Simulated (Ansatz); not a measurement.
Hypothetical P4/nmm Zr2C: uniaxial strain ε_xx = +2.99 %

Start from Zr₂C (space group P4/nmm, No. 129; a = 3.6056 Å, c = 6.9028 Å; a hypothetical phase, not in the database extracts checked). Axes: x, y, z lie along a, b, c of the conventional cell.

Perturbation: the cell is stretched by 2.99 % along x with no lateral relaxation, atoms relaxed at fixed cell.

Method: Ansatz (an electronic-structure program) PBE-D3(BJ), no SOC. Settings: 13×13×7 k-points, 0.05 eV Fermi–Dirac smearing.

```json
[
 {"quantity": "volume per atom", "base": "14.96 Å³", "changed": "15.40 Å³", "shift": "+0.447 Å³"},
 {"quantity": "space group", "base": "P4/nmm (No. 129)", "changed": "Pmmn (No. 59)", "shift": "–"},
 {"quantity": "shortest interatomic distance", "base": "2.478 Å", "changed": "2.480 Å", "shift": "+0.002 Å"},
 {"quantity": "energy relative to the base (free energy F)", "base": "0 meV/atom", "changed": "+9.8 meV/atom", "shift": "+9.8 meV/atom"},
 {"quantity": "pressure (mean of the normal stresses, compression positive)", "base": "0.0 GPa", "changed": "-4.4 GPa", "shift": "-4.4 GPa"},
 {"quantity": "band gap", "base": "zero", "changed": "zero", "shift": "–"},
 {"quantity": "stress (xx, yy, zz, yz, xz, xy; compression positive) (rough)", "base": "–", "changed": "(-6.8, -4.1, -2.3, 0.0, 0.0, 0.0) GPa", "shift": "–"}
]
```

Without a gap, meshes like the base's 13×13×7 leave anisotropic stresses uncertain by several tenths of a GPa, and small strain energies with them. No phonon test of stability was made. All final runs are without spin polarisation. The D3 term's C6 switches between coordination references near this geometry, which can add small steps to energies.
